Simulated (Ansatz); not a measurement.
The parent structure is PbO2 in the rutile structure (space group P4_2/mnm, No. 136; a = 4.998 Å, c = 3.412 Å).

Computed with PBEsol (Ansatz, an electronic-structure program, PAW, spin-orbit coupling left out).

Before the change:

```
Item                  Result
-------------------  -------
Lattice parameter a  4.998 Å
c/a ratio              0.683
```

It is then changed as follows: every O is replaced by S; the structure is relaxed again.

Question: How does this affect the lattice parameter a and c/a ratio?

Answer: The lattice parameter a grows by 1.284 Å (4.998 Å → 6.282 Å); the c/a ratio shrinks by 0.0492, from 0.683 to 0.633.

Stability against distortions was not tested. As relaxed here, PbS2 is a hypothetical phase, not in the database extracts checked. All final runs are without spin polarisation.
